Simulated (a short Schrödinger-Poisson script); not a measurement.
From a short Schrödinger-Poisson script (our own, NumPy): one-band effective-mass equation with BenDaniel-Duke matching, electrons, heavy and light holes apart, hard walls at the outer ends, one valence edge for both holes (no strain splitting), no charge, excitons, band mixing or non-parabolicity; under a field the levels are quasi-bound states of a box, listed while three quarters of their weight lies within 4 nm of the wells.

Stack: single In0.25Ga0.75As/GaAs quantum well.

From the first side: 20 nm GaAs; 15 nm In0.25Ga0.75As; 20 nm GaAs.

Constants are typed, rounded textbook-type inputs, not results; the design itself was drawn at random and stands for no fabricated device. In0.25Ga0.75As: direct gap (eV) 1.174, conduction-band edge (eV) 0, electron mass (mₑ) 0.057, heavy-hole mass 0.37, light-hole mass 0.08. GaAs: direct gap (eV) 1.424, conduction-band edge (eV) 0.163, electron mass (mₑ) 0.067, heavy-hole mass 0.377, light-hole mass 0.09.

The valence-band edge of each layer lies one gap below its conduction-band edge. The electron's potential energy rises along the stack by the applied field. Mesh 0.03 nm at interfaces.

Problem. Give the e1-hh1 transition at zero applied field (eV); the hh1 − lh1 (meV); the e2 − e1 (meV).

Solution. e1-hh1 transition at zero applied field (eV): 1.195; hh1 − lh1 (meV): 8.3; e2 − e1 (meV): 50.9. Excitons are left out, and strain enters only through the typed gaps and offsets, so measured lines lie elsewhere.
